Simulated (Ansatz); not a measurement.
Take SnTe in the rock salt structure (space group Fm-3m, No. 225; a = 6.2891 Å) as the base. Axes: x, y, z lie along the cube axes.

Method: Ansatz (an electronic-structure program), PBEsol, PAW, cutoff 420 eV, spin-orbit coupling left out.

Strains are applied to the cell and any free atomic positions relax; under biaxial strain the out-of-plane vector relaxes too.

One change was made to it. Results:

```tsv
quantity	base	after
pressure (mean of the normal stresses, compression positive)	0.0 GPa	0.4 GPa
energy relative to the base (free energy F)	0 meV/atom	+0.9 meV/atom
shortest interatomic distance	5.942 bohr	5.926 bohr
```

Task: Name the change that was made.
A. biaxial strain −0.83 %, plane normal [111], relaxed out of plane
B. biaxial strain −2.08 %, plane normal [111], relaxed out of plane
C. biaxial strain +0.83 %, plane normal [111], relaxed out of plane

Result: A, biaxial strain −0.83 %, plane normal [111], relaxed out of plane. For comparison, the shortest interatomic distance in the other runs: biaxial strain −2.08 %, plane normal [111], relaxed out of plane gives 5.905 bohr; biaxial strain +0.83 %, plane normal [111], relaxed out of plane gives 5.958 bohr.

Stability against distortions was not tested. All final runs are without spin polarisation.
